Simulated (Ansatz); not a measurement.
The starting structures come from a database of crystals and need not be the phases stable at ambient conditions.

By PBEsol, the system below comes out a metal.

Without scattering a metal conducts by its projected Fermi surface.

Data:

```
P2Si
1.0
    5.72067     0.00000     0.00000
    0.00000     5.72067     0.00000
    0.00000     0.00000     5.72067
Si P
4 8
Direct
  0.00000   0.50000   0.50000
  0.50000   0.50000   0.00000
  0.50000   0.00000   0.50000
  0.00000   0.00000   0.00000
  0.39171   0.39171   0.60829
  0.60829   0.60829   0.39171
  0.10829   0.60829   0.10829
  0.89171   0.39171   0.89171
  0.89171   0.10829   0.39171
  0.10829   0.89171   0.60829
  0.60829   0.89171   0.89171
  0.39171   0.10829   0.10829
```

Space group of this cell: Pa-3. The cell is taken as given; by PBEsol its mean pressure is -1.4 GPa.

The current flows along the normal of the first two printed cell vectors, the (001) plane of the conventional cell. No spin-orbit coupling; the value is a mean over 0.1 eV about the Fermi level.

Problem. Give the ballistic conductance per area that PBEsol run with Ansatz (a first-principles code) yields.

Solution. 0.25 × 10¹⁵ S/m² for both spins.
